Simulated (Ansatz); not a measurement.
# FePt (space group P4/mmm, No. 123; ferromagnetic)

```cif
data_FePt
_chemical_formula_sum 'Fe1 Pt1'
_space_group_name_H-M_alt 'P4/mmm'
_space_group_IT_number 123
_space_group_name_Hall '-P 4 2'
_cell_length_a 2.68882
_cell_length_b 2.68882
_cell_length_c 3.71361
_cell_angle_alpha 90.000
_cell_angle_beta 90.000
_cell_angle_gamma 90.000
loop_
_atom_site_label
_atom_site_type_symbol
_atom_site_symmetry_multiplicity
_atom_site_Wyckoff_symbol
_atom_site_fract_x
_atom_site_fract_y
_atom_site_fract_z
_atom_site_occupancy
Fe1 Fe 1 d 0.50000 0.50000 0.50000 1
Pt1 Pt 1 a 0.00000 0.00000 0.00000 1
```

The values are results of PBEsol (Ansatz, an electronic-structure program; PAW; 420 eV plane waves; no spin-orbit coupling), not measurements. k-mesh 17×17×13 (Γ-centred); smearing 0.05 eV (Fermi–Dirac).

- Volume per atom: 13.42 Å³
- Density: 15.52 g/cm³
- Band gap: zero
- Magnetic state: ferromagnetic
- Total energy: -8416.535 eV/atom (σ→0; compares only within this code and set-up)

Other magnetic orders, which the real material may have, were not ruled out. Stability against distortions was not tested.
